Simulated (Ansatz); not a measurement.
Pt3Ga (within 0.1 Å of Pm-3m, No. 221, 8 atoms in the cell; start mp-1078666) was calculated with r²SCAN in Ansatz (plane waves, PAW).

Settings: plane-wave cutoff 560 eV, 10×10×14 k mesh (along the axes of the cell as run), Fermi–Dirac smearing 0.05 eV, scalar-relativistic PAW data made under PBE.

Cell (relaxed at this level):

```
GaPt3
1.0
    5.52654     0.00000     0.00000
    0.00000     5.52654     0.00000
    0.00000     0.00000     3.90799
Ga Pt
2 6
Direct
  0.00000   0.50000   0.50000
  0.50000   0.00000   0.50000
  0.74988   0.24988   0.00000
  0.25012   0.75012   0.00000
  0.75012   0.74988   0.00000
  0.24988   0.25012   0.00000
  0.50000   0.50000   0.50000
  0.00000   0.00000   0.50000
```

**Question.** Estimate the bulk modulus that the calculation returns.

**Answer.** 
* **bulk modulus**: 240 GPa

The run finds no gap.

Note: the bulk modulus is −V dP/dV from two relaxed cells at ±2 % in volume.

Spin–orbit coupling is not included.

Computed values are for the static lattice.

A start named mp-… is a Materials Project structure, which need not be a measured phase.

Ansatz is a first-principles code.
